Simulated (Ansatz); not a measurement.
The reference is TiC in the rock salt structure (space group Fm-3m, No. 225; a = 4.261 Å; relaxed with 0.1 eV smearing). Axes: x, y, z lie along the cube axes.

Level of theory: plane-wave PAW DFT at the LDA level (Ansatz, a program for electronic structure, 420 eV), without spin-orbit coupling.

For the base:

The band gap is zero.

Perturbation: biaxial strain −1.00 %, plane normal [001], relaxed out of plane (Cartesian); in-plane vectors clamped, the third vector and the atoms free.

**Question.** What happens to the band gap and in-plane stress?

**Answer.** The band gap remains zero; the mean in-plane stress (compression positive) is +7.0 GPa.

Whether these cells are dynamically stable was not tested. All final runs are without spin polarisation.
